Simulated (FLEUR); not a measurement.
Input and output of a self-consistent single point for CdO (Fm-3m, 2 atoms in the cell) (FLEUR).

Computed with PBE, all-electron FLAPW (FLEUR), scalar-relativistic valence run with FLEUR.

The change in words: lattice scaled by 0.98. Reference geometry:
```
CdO
1.0
    0.00000     2.35000     2.35000
    2.35000     0.00000     2.35000
    2.35000     2.35000     0.00000
Cd O
1 1
Direct
  0.00000   0.00000   0.00000
  0.50000   0.50000   0.50000
```

Reference input (self-consistent single point, DFT, PBE, all-electron FLAPW (FLEUR), scalar-relativistic valence): Kmax = 4 1/bohr; GmaxXC = 16 1/bohr; xcFunctional = pbe; jspins = 1; l_soc = F; mode = hist; fermiSmearingEnergy = 0.00073499 Htr; mesh (inpgen div1-3) = 8 8 8; inpgen gamma flag = true; Gmax = 16 1/bohr; numbands = 0; maxIterBroyd = 99. This run's input differs from it in these lines:

```diff
@@ -4,5 +4,5 @@
 -0.0000000000 0.7071067812 0.7071067812
-0.7071067812 -0.0000000000 0.7071067812
+0.7071067812 0.0000000000 0.7071067812
 0.7071067812 0.7071067812 -0.0000000000
-6.2803193393
+6.1547129526
 1.0 1.0 1.0
@@ -43,5 +43,5 @@
          <bravaisMatrix>
-            <row-1>    0.0000000000000000     4.4408563929205336     4.4408563929205336</row-1>
-            <row-2>    4.4408563929205336     0.0000000000000000     4.4408563929205336</row-2>
-            <row-3>    4.4408563929205336     4.4408563929205336     0.0000000000000000</row-3>
+            <row-1>    0.0000000000000000     4.3520392651229338     4.3520392651229338</row-1>
+            <row-2>    4.3520392651229338     0.0000000000000000     4.3520392651229338</row-2>
+            <row-3>    4.3520392651229338     4.3520392651229338     0.0000000000000000</row-3>
          </bravaisMatrix>
```

Log, with long lists cut:

```
 Iteration:     1   Distance:      22.97565979 me/bohr^3
 Iteration:     2   Distance:      19.35632779 me/bohr^3
 Iteration:     3   Distance:       8.11801092 me/bohr^3
 Iteration:     4   Distance:       6.34020974 me/bohr^3
 Iteration:     5   Distance:       1.93757403 me/bohr^3
   [... 6 lines left out ...]
 Iteration:    12   Distance:       0.00067832 me/bohr^3
 Iteration:    13   Distance:       0.00035573 me/bohr^3
 Iteration:    14   Distance:       0.00003258 me/bohr^3
 Iteration:    15   Distance:       0.00000208 me/bohr^3
 Run finished successfully
 Stop message:
   Structural relaxation: Done

[file out, last iteration]
             iter=     16
[...]
          total density-effective poten   -9.3318400392E+03
          total charge density-energy d   -1.6337857599E+02
 Updated energy parameters for spin:           1
[...]
 fermi energy and band-weighting factors:
    0.920760    0.979676    0.979676

[...]
FERMIE:
          first approx. to ef    (T=0)  :   0.274368 htr   (energy of the highest occ. eigenvalue)
          number of occ. states  (T=0)  :        349
          first approx. to seigv (T=0)  : -11.237663 htr
          sum of weights of occ. states :  12.001953
          sum of semicore charge        :   0.000000 e
FERHIS:  Fermi-Energy by histogram:
          bandgap                     :   0.038325 htr
   [... lines left out ...]
          charge neutrality (T=0)     :   0.003906    (zero if the highest occ. eigenvalue is "entirely" occupied)
 Direct bandgap for spin            1 :    8.8336987620866059E-002  Htr
 ---->    free energy=                     -5671.2632690655 htr
   [... lines left out ...]
      extrapolation for T->0
 ---->    total electron energy=           -5671.2632690655 htr
 ***** TOTAL FORCES ON ATOMS *****
 TOTAL FORCE FOR ATOM TYPE=  1  X=  0.000   Y=  0.000   Z=  0.000
                       FX_TOT= 0.000000 FY_TOT= 0.000000 FZ_TOT= 0.000000
 TOTAL FORCE FOR ATOM TYPE=  2  X=  4.352   Y=  4.352   Z=  4.352
                       FX_TOT= 0.000000 FY_TOT= 0.000000 FZ_TOT= 0.000000
 Structural relaxation: Done
```

The run converged in 15 iterations. FLEUR gives forces in its relaxation mode, with a further iteration, so its stop message speaks of a relaxation. Against the reference run the free energy goes up by 43.6 meV/atom.

The starting cell has typed, rounded lattice constants, without a prior relaxation at this level. For this run, on top of that: lattice scaled by 0.98. Values depend on the basis (sphere radii, cutoffs, local orbitals), which need not be converged. No gap is read from this output. The log's line on a gap gives a spacing of levels on this mesh, which the program prints for metals too.

Cost on one core of a shared machine: roughly 40 s.
